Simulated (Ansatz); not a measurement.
Ansatz (a first-principles code) run on SrAg5 (P6mm, 6 atoms in the cell): relaxation of the atoms.

Computed with LDA (PW92), default PAW files made with PBE (plane waves; Ansatz).

The change in words: one atom moved by 0.15 angstrom; relax: default → atoms; relax.f_tol: default → 0.2 eV/Å. Reference geometry:
```
SrAg5
1.0
    5.72758     0.00000     0.00000
   -2.86379     4.96023     0.00000
    0.00000     0.00000     4.61871
Sr Ag
1 5
Cartesian
  0.00000   0.00000   0.00000
  2.86379   1.65341   0.00000
  0.00000   3.30682   0.00000
  2.86379   0.00000   2.30936
  1.43189   2.48012   2.30936
 -1.43190   2.48012   2.30936
```

Reference input (self-consistent single point, DFT, LDA (PW92), plane waves, default PAW files made with PBE): basis.ecutwfc = 420 eV; kpoints.mp_grid.grid = 7 7 7; hamiltonian.xc = lda; hamiltonian.pseudopotentials = {kind: paw} (the program's default PAW files); scf.occupations.method = gaussian; scf.occupations.width = 0.1 eV. This run's input differs from it in these lines:

```diff
@@ -6,3 +6,3 @@
   atoms:
-    - { symbol: Sr, position: [0.000000, 0.000000, 0.000000] }
+    - { symbol: Sr, position: [0.000000, 0.000000, 0.032477] }
     - { symbol: Ag, position: [0.666667, 0.333333, 0.000000] }
@@ -21,2 +21,4 @@
   occupations: { method: gaussian, width: 0.1 eV }
+relax:
+  f_tol: 0.2
 output:
```

Output, abridged:

```
   [... SCF lines of the steps left out ...]
relax step   1: F+E_penalty+E_count = -40735.95845329 eV  Δ(F+E_penalty+E_count) = +0.000e0 eV  max|allowed force component| = 7.281e-2 eV/Å  Δτ_max = 0.0000 Å  (6 SCF iters, dr2 threshold 1.00e-4 eV, accepted)
relax step   2: F+E_penalty+E_count = -40735.95845407 eV  Δ(F+E_penalty+E_count) = -7.811e-7 eV  max|allowed force component| = 7.286e-2 eV/Å  Δτ_max = 0.0000 Å  (3 SCF iters, accepted)
the relaxation is at rest under the 12 symmetry operations that the run kept from its start: a minimum is not shown …
Stability not checked: this state was not tested for a lower state beside it, because too few of the mixer's solves of this state at the end of the SCF gave a …
Free energy (F): -40735.958454 eV
Internal energy: -40735.944830 eV  (E = F + TS)
E sigma→0 (E₀):  -40735.951642 eV
Entropy (-TS):   -0.013624 eV (-2.271 meV/atom)
Fermi energy:    13.081410 eV
--- Forces (eV/Å), atoms counted from 1 ---
  atom   1  Sr    -0.00000000    -0.00000000    -0.07285489
   [... lines left out ...]
    - { symbol: Ag, position: [0.6666666666666667, 0.33333333333333337, 0.0] }
    - { symbol: Ag, position: [0.33333333333333337, 0.6666666666666667, 0.0] }
    - { symbol: Ag, position: [0.5, 0.0, 0.5000000000000001] }
    - { symbol: Ag, position: [0.5000000000000001, 0.5000000000000001, 0.5000000000000001] }
    - { symbol: Ag, position: [0.0, 0.5000000000000001, 0.5000000000000001] }
```

The run converged. 

Summary of the result:
* **Free energy E − TS (on the zero of these files)**: -40735.9585 eV
* **Fermi level (on the code's own zero)**: 13.08 eV
* **Pressure**: -6.42 GPa
* **Largest force (vector length)**: 0.073 eV/Å
* **Relaxation steps**: 2

The starting cell comes from a database of computed structures (which also holds hypothetical and non-ambient phases and stackings), without a prior relaxation at this level. Its lattice was rescaled by up to half a per cent. For this run, on top of that: one atom moved by 0.15 angstrom. The relaxation keeps the symmetry of its start, so its end need not be a minimum. Ansatz's pressure includes its estimate of the finite-basis (Pulay) stress.

Cost on one core of a shared machine: roughly 40 s.

Keys are those of Ansatz 0.2.
